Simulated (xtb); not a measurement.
xtb 6.7.1, GFN2-xTB: Mo(NH)(S)(OH)(OMe) (C[O][Mo](=[NH])([OH])=[S]), 11 atoms. The geometry is a generated start, not checked to be a minimum at this level.

```yaml
method: GFN2-xTB
"--acc": 1 (default)
"--etemp (K)": 300 (default)
detailed input (--input): "none: ANC optimiser, Lindh (1995) Hessian, microcycle=20, maxdispl=1.0, hlow=0.01 (default)"
basis_functions: 41
valence_electrons: 38
```

```xyz
11

Mo    -0.4353    -0.0820     0.9167
N     -1.3083    -1.5500     0.6399
H     -1.7762    -2.4407     0.5365
S      1.0596    -0.5453     2.4116
O     -1.4361     1.2030     1.6420
H     -2.1025     1.7656     2.0441
O      0.4903     0.3598    -0.5125
C      1.2274     0.3310    -1.6854
H      1.1565     1.2978    -2.2010
H      2.2825     0.1241    -1.4470
H      0.8421    -0.4631    -2.3449
```

Charge 0 and multiplicity 1 are set for this test and not shown to be the ground state.

The structure is relaxed from this start with --opt LEVEL for the levels crude, sloppy, loose, lax, normal, tight, vtight, extreme, once each. Up to the end of the extreme run atoms move by at most 0.12 Å along an axis.

Problem. What is the loosest level that ends within 1 meV of the extreme run, and how many cycles does it take?

Solution. normal: 8 cycles against 19, ending 0.35 meV above.

```tsv
level	cycles	energy above the extreme run (meV)	gradient norm (eV/Å)
crude	1	2.7	0.094
sloppy	1	2.7	0.094
loose	1	2.7	0.094
lax	1	2.7	0.094
normal	8	0.35	0.039
tight	14	0.030	0.013
vtight	18	under 0.01	0.0028
extreme	19	—	0.0012
```
